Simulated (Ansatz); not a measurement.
A self-consistent single point of Nb3Au2 (I4mm, 5 atoms in the cell) with Ansatz (a quantum-chemistry and plane-wave program).

Level of theory: PBEsol, default PAW files made with PBE (plane waves; Ansatz).

The change in words: lattice scaled by 0.98; basis.ecutwfc: 420 eV → 1010 eV. Reference geometry:
```xyz
5
Lattice="-1.7129 1.7129 7.6839 1.7129 -1.7129 7.6839 1.7129 1.7129 -7.6839" Properties=species:S:1:pos:R:3 pbc="T T T"
Nb     0.0000     0.0000     0.0500
Nb     0.0000     0.0000     6.1354
Nb     0.0000     0.0000     9.2323
Au     0.0000     0.0000     3.0700
Au     0.0000     0.0000    12.2977
```

Reference input (self-consistent single point, DFT, PBEsol, plane waves, default PAW files made with PBE): basis.ecutwfc = 420 eV; kpoints.mp_grid.grid = 6 6 6; hamiltonian.xc = pbesol; hamiltonian.pseudopotentials = {kind: paw} (the program's default PAW files); scf.occupations.method = fermi_dirac; scf.occupations.width = 0.1 eV. This run's input differs from it in these lines:

Ansatz 0.2 input:
```diff
@@ -3,5 +3,5 @@
   lattice:
-    - [-1.712928, 1.712928, 7.683883]
-    - [1.712928, -1.712928, 7.683883]
-    - [1.712928, 1.712928, -7.683883]
+    - [-1.678669, 1.678669, 7.530205]
+    - [1.678669, -1.678669, 7.530205]
+    - [1.678669, 1.678669, -7.530205]
   atoms:
@@ -13,3 +13,3 @@
 basis:
-  ecutwfc: 420.0 eV
+  ecutwfc: 1010.0 eV
 kpoints:
```

Log, with long lists cut:

```
SCF iter   1: F=—  HF=-39501.520884 eV  |F-HF|=—  |Δ(HF+E_count)|=         —  Δρ=6.80e-3  dr2=4.77e-2  ethr=1.77e-3  ⟨swp⟩=5.4  Hψ=4460  notcnv=0
all-band conjugate gradients solve this SCF's bands
preconditioner: auto → Kerker (q_TF=auto, 2.684 Å⁻¹)
SCF iter   2: F=—  HF=-39501.517363 eV  |F-HF|=—  |Δ(HF+E_count)|=   3.52e-3  Δρ=3.48e-3  dr2=1.37e-2  ethr=6.20e-5  ⟨swp⟩=2.4  Hψ=2002  notcnv=0
SCF iter   3: F=—  HF=-39501.515060 eV  |F-HF|=—  |Δ(HF+E_count)|=   2.30e-3  Δρ=5.06e-4  dr2=4.57e-4  ethr=1.78e-5  ⟨swp⟩=2.0  Hψ=1903  notcnv=0
SCF iter   4: F=—  HF=-39501.515006 eV  |F-HF|=—  |Δ(HF+E_count)|=   5.44e-5  Δρ=1.07e-4  dr2=3.18e-5  ethr=5.93e-7  ⟨swp⟩=2.0  Hψ=1694  notcnv=0
SCF iter   5: F=—  HF=-39501.515156 eV  |F-HF|=—  |Δ(HF+E_count)|=   1.50e-4  Δρ=2.76e-5  dr2=1.52e-6  ethr=4.13e-8  ⟨swp⟩=2.1  Hψ=1766  notcnv=0
SCF iter   6: F=-39501.515156 eV  HF=-39501.515156 eV  |F-HF|=3.48e-8  |Δ(HF+E_count)|=   1.28e-7  Δρ=5.89e-6  dr2=5.05e-8  ethr=1.30e-10  ⟨swp⟩=4.0  Hψ=5548  notcnv=0
SCF 1 converged in 6 iterations: F = -39501.515156 eV  dr2 = 5.05e-8
Free energy (F): -39501.515156 eV
Internal energy: -39501.401540 eV  (E = F + TS)
E sigma→0 (E₀):  -39501.458348 eV
Entropy (-TS):   -0.113616 eV (-22.723 meV/atom)
Fermi energy:    19.983454 eV
--- Forces (eV/Å), atoms counted from 1 ---
  atom   1  Nb     0.00000000     0.00000000    -0.83366674
  atom   2  Nb     0.00000000     0.00000000     0.33318569
  atom   3  Nb    -0.00000000    -0.00000000     0.22789610
  atom   4  Au     0.00000000    -0.00000000     0.17960051
  atom   5  Au     0.00000000    -0.00000000     0.09291759
--- Stress (GPa, compression-positive) ---
        3.409170      -0.000000      -0.000000
       -0.000000       3.409170      -0.000000
       -0.000000       0.000000       3.751906
  P = ⅓ Tr σ = 3.5234 GPa (35.234 kbar)
  The stress holds the Pulay correction. Without it, at fixed plane waves, as pw.x and ABINIT print it: P = 3.5221 GPa
```

The run converged in 6 iterations. Against the reference run the free energy goes down by 16.9 meV/atom, the pressure goes from -7.71 to 3.52 GPa and the largest force goes from 0.700 to 0.834 eV/Å.

The starting cell comes from a database of computed structures (which also holds hypothetical and non-ambient phases and stackings), without a prior relaxation at this level. Its lattice was rescaled by up to half a per cent. One atom was moved a little off its site on purpose. For this run, on top of that: lattice scaled by 0.98. Spin polarisation is off. Ansatz's pressure includes its estimate of the finite-basis (Pulay) stress.
